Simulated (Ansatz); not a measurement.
Base system: SiC in the zinc blende structure (space group F-43m, No. 216; a = 4.3563 Å). Axes: x, y, z lie along the cube axes.

Level of theory: DFT with r2SCAN, PAW potentials and a 500 eV plane-wave cutoff in Ansatz (an electronic-structure program), spin-orbit coupling left out.

Strains are applied to the cell and any free atomic positions relax.

One change was made to it. Results:

| quantity | base | after |
|---|---|---|
| valence-band top at Γ (three highest levels, from the VBM) | 0.00, 0.00, 0.00 eV | 0.00, 0.00, -0.35 eV |
| valley order (the lowest conduction-band minima on the path, energy above the VBM, named in the base's zone) | X along ⟨100⟩ 1.71 eV | X along [001] 1.49 eV; X along [010] 1.92 eV |
| pressure (mean of the normal stresses, compression positive) | 0.00 GPa | -9.86 GPa |

Problem. What was done to the base?
A) tensor shear ε_xy = +3.31 %
B) uniaxial strain ε_yy = +4.81 %
C) uniaxial strain ε_xx = +1.81 %
D) uniaxial strain ε_zz = −2.39 %

Solution. B, uniaxial strain ε_yy = +4.81 %. For comparison, the valley order in the other runs: uniaxial strain ε_xx = +1.81 % gives X along [001] 1.63 eV; X along [100] 1.80 eV; tensor shear ε_xy = +3.31 % gives X along [001] 1.15 eV; X along [010] 1.35 eV; uniaxial strain ε_zz = −2.39 % gives X along [001] 1.43 eV; X along [100] 1.67 eV.

The levels and masses belong to the bands next to the band gap. No phonon test of stability was made.
